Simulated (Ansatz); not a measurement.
Au: uniaxial strain ε_zz = +2.50 %

Start from Au in the fcc (Cu type) structure (space group Fm-3m, No. 225; a = 4.125 Å; relaxed with 0.1 eV smearing). Axes: x, y, z lie along the cube axes.

It is then changed as follows: uniaxial strain ε_zz = +2.50 %, all other strain components held at zero; the atoms relax in the strained cell.

All numbers come from r2SCAN/PAW in Ansatz (a quantum-chemistry and plane-wave program), no spin-orbit coupling. Γ-centred 27×27×27 mesh, Fermi–Dirac width 0.1 eV.

The volume per atom grows by 0.44 Å³ (17.54 Å³ → 17.98 Å³) and the space group goes from Fm-3m (No. 225) to I4/mmm (No. 139). The shortest interatomic distance remains 2.916 Å and the energy grows by 5.3 meV/atom. The pressure (mean of the normal stresses, compression positive) goes from zero to -3.5 GPa and the band gap is still zero. The stress (xx, yy, zz, yz, xz, xy; compression positive) is (-3.4, -3.4, -3.7, 0.0, 0.0, 0.0) GPa.

Final structure:

```
CELL_PARAMETERS angstrom
      0.00000     2.06226     2.11382
      2.06226     0.00000     2.11382
      2.06226     2.06226     0.00000
ATOMIC_POSITIONS crystal
  Au 0.00000 0.00000 0.00000
```

Whether these cells are dynamically stable was not tested.
